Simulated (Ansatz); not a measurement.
## LiF (model structure, started from the NiAs type, P6₃/mmc, No. 194, 4 atoms in the cell)

All values below come from LDA (PAW; Ansatz, a first-principles code).

Numerical settings: plane-wave cutoff 520 eV, 12×12×8 k mesh (along the axes of the cell as run), Fermi–Dirac smearing 0.01 eV, scalar-relativistic PAW data made under PBE.

Cell (relaxed at this level):

```
LiF
1.0
    2.71832     0.00000     0.00000
   -1.35916     2.35414     0.00000
    0.00000     0.00000     4.69024
Li F
2 2
Cartesian
  0.00000   0.00000   0.00000
  0.00000   0.00000   2.34512
  0.00000   1.56942   1.17256
  1.35916   0.78471   3.51768
```

```json
{
 "band_gap": "9.54 eV (on the SCF k mesh)",
 "bulk_modulus": "86.1 GPa"
}
```

Note: the bulk modulus is −V dP/dV from two relaxed cells at ±2 % in volume; the relaxation could raise the start's symmetry but not lower it, so the cell can be a saddle point.

Static lattice: no zero-point or thermal effects.

The result took around 30 core-seconds (rough).

A model structure was made by putting elements into a prototype or built by hand; it is no filed structure, need not be a known phase, and can be a saddle point held by its symmetry.
